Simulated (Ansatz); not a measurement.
The reference is CdS in the zinc blende structure (space group F-43m, No. 216; a = 5.824 Å).

Calculations: PBEsol in Ansatz (plane waves to 420 eV, PAW, scalar-relativistic without spin-orbit coupling).

Base values:

The electron mass is 0.11 mₑ (at Γ) and the pressure is 0.00 GPa.

Modification: the cell is scaled by 0.9950 in all directions; the atoms relax in the strained cell.

How does this affect the mean gap deformation potential ΔEg/Δln V?

The mean gap deformation potential ΔEg/Δln V comes out as -2.0 eV.

What happens to the electron mass?

The electron mass stays 0.11 mₑ (at Γ).

What does the calculation give for the pressure after the change?

The pressure goes from zero to 0.96 GPa.

Masses are band curvatures over ±0.01 Å⁻¹ around the edge. Gaps are read on the SCF mesh and a high-symmetry path. Stability against distortions was not tested.

Ansatz is an electronic-structure program.
